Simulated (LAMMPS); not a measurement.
MD of ZrO2 (fluorite) with 8 % of Zr sites Yb at zero pressure over temperature, 758 atoms; each row names its start.

All values are model results, not measurements: classical MD, Buckingham potential of Lewis and Catlow, J. Phys. C 18, 1149 (1985), first set, used with rigid ions (no shells), PPPM sums, short-range terms cut at 10 Å, modified for these runs by an r^-4 repulsive force inside the short-range force's maximum, run in LAMMPS.

```tsv
T (K), start	state	volume	enthalpy	first peak of g(r), O-Zr	coordination number of O by Zr	D(O)
1200, crystal	crystal in place, with slow hops of O within 100 ps	11.532 ± 0.001 Å³/atom	-36.004 ± 0.001 eV/atom	2.17 Å, height 6.4	3.69 (counted to 3.26 Å)	-
1500, crystal	crystal in place, with slow hops of O within 100 ps	11.605 ± 0.001 Å³/atom	-35.9244 ± 0.0005 eV/atom	2.16 Å, height 6.0	3.69 (counted to 3.30 Å)	-
2000, crystal	crystal in place, with slow hops of O within 100 ps	11.7303 ± 0.0005 Å³/atom	-35.7880 ± 0.0006 eV/atom	2.15 Å, height 5.1	3.69 (counted to 3.26 Å)	(9 ± 1) × 10^-7 cm²/s
2500, crystal	superionic: O diffuses in a host lattice that stays in place	11.866 ± 0.002 Å³/atom	-35.647 ± 0.001 eV/atom	2.14 Å, height 4.7	3.69 (counted to 3.30 Å)	(2.2 ± 0.1) × 10^-6 cm²/s
```

Caution: the potential ionic pair potential lewis1985a is fitted to static crystal properties with a polarisable anion, which is rigid here.

Caution: the random arrangement on this lattice is imposed, and need not be a phase that exists in equilibrium.

Caution (row 2500, crystal): a run this short can hold a crystal over, or a liquid under, the potential's own melting point, which these runs don't give.

States go by the mean squared displacement: a species diffuses where it passes 1.5 Å², still rises and gives D over 1e-6 cm²/s; a crystal has left its structure where atoms lie 0.35 Å off their sites on average or a cubic box changes its shape by 3 %, or the axial ratios of another lie 8 % off the starting cell's, which the potential's own relaxation can also do.

Errors of D are the spread over four groups of atoms in one short run; a floor of about 5 %, a picked value, is safer.

Errors shown are sampling errors alone.
